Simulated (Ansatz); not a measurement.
Base system: BAs in the zinc blende structure (space group F-43m, No. 216; a = 4.768 Å).

The other end (x = 1) is GaAs in the zinc blende structure (space group F-43m, No. 216): 22.65 Å³/atom, gap 0.42 eV.

Calculations: plane-wave PAW DFT at the PBEsol level (Ansatz, an electronic-structure program, 420 eV), scalar-relativistic without spin-orbit coupling.

Ga replaces a fraction x of B; each row is one arrangement (x, atoms in the cell, starting space group or random), fully relaxed.

One change was made to it. Results:

The gap character (in this cell's own zone, which can be folded) is indirect, Γ → k = (0, 0, 0.143) in the run's primitive reciprocal basis; the band gap shrinks by 0.77 eV (1.08 eV → 0.31 eV); the shortest interatomic distance shrinks by 0.0073 Å to 2.057 Å; the mixing energy amounts to +126 meV/atom.

### Question
Name the change that was made.
A) x(Ga) = 0.25, 8 atoms, Amm2
B) x(Ga) = 0.5, 8 atoms, I-42d
C) x(Ga) = 0.25, 8 atoms, Pmm2

### Answer
C, x(Ga) = 0.25, 8 atoms, Pmm2. For comparison, the band gap in the other runs: x(Ga) = 0.25, 8 atoms, Amm2 gives 0.21 eV; x(Ga) = 0.5, 8 atoms, I-42d gives 0.77 eV.

These are small ordered cells, not random alloys; other orderings at the same x differ. Whether these cells are dynamically stable was not tested. The zero or small gap of GaB3As4 can change with the level of theory. k-point labels follow each cell's own Brillouin zone.
